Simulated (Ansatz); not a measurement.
Levels about the gap of amorphous Ti4Zr4Hf4Nb4Ta4O44 (64 atoms in a cell of 851 Å³, 5.99 g/cm³; zone centre alone, so wide bands show as single levels with stretches between that a denser mesh fills), at the geometry that PBE relaxed, where it gives 0.0 GPa on a denser mesh. Exact exchange is cut at the faces of this small cell, which leaves a finite-size error. The participation number counts the atoms over which a state spreads; weights are charges in smoothed Voronoi cells. The levels come from a single point, so bond lengths are those of that geometry. Method of the levels: HSE06, scalar-relativistic without spin-orbit coupling (Ansatz, a program for electronic structure). Sampling: the zone centre alone; Fermi-Dirac width 0.02 eV; no spin polarisation. At PBE the levels at the filled edge of the gap are localised (band-tail or defect states).

Preparation: random packing, a CHGNet melt and quench, and a DFT relaxation. O atoms were pushed apart under 1.9 Å during the dynamics, to hinder bonds among them. The hot cell started wider than the set density and was brought back towards it in steps. It is the lowest in DFT energy of 2 quenches. It is a model cell: composition and starting density were chosen by hand, and all elements were melted together. No dispersion term was used. Its density started from a set value of 6.13 and ended at 5.99 g/cm³. Cooling (nominally 300 K/ps over its main leg) ran many orders faster than in experiment, which tends to leave more defects and strain. A cell of this size samples the disorder only roughly. Volume and shape were free in the relaxation.

```csv
"E - E(highest filled), eV",filling,participation number,largest on,weight O,weight Ti,weight Nb,weight Ta
-0.39,filled,14.3,"O, 3 neighbours",0.95,0.01,0.01,0.01
-0.31,filled,16.3,"O, 4 neighbours",0.95,0.01,0.01,0.01
-0.28,filled,24.3,"O, 3 neighbours",0.95,0.02,0.01,0.01
-0.28,filled,22.4,"O, 3 neighbours",0.95,0.01,0.01,0.01
-0.21,filled,22.9,"O, 3 neighbours",0.95,0.01,0.01,0.01
-0.08,filled,14.1,"O, 3 neighbours",0.95,0.01,0.01,0.02
0.00,filled,11.0,"O, 3 neighbours",0.96,0.01,0.01,0.01
4.30,empty,6.7,"Nb, 6 neighbours",0.24,0.37,0.32,0.04
4.48,empty,6.6,"Ti, 6 neighbours",0.24,0.47,0.15,0.10
4.60,empty,9.1,"Ti, 6 neighbours",0.25,0.42,0.22,0.05
4.69,empty,9.6,"Ti, 6 neighbours",0.25,0.45,0.19,0.06
4.81,empty,9.5,"Nb, 6 neighbours",0.27,0.30,0.30,0.05
4.89,empty,13.9,"Nb, 6 neighbours",0.28,0.27,0.29,0.09
4.97,empty,10.6,"Ti, 6 neighbours",0.24,0.53,0.12,0.06
```

Most localised among these is the empty level at +4.48 eV, on a Ti atom, which has 6 neighbours (O 1.86 Å, O 1.91 Å, O 1.95 Å, O 2.01 Å, O 2.21 Å, O 2.30 Å).
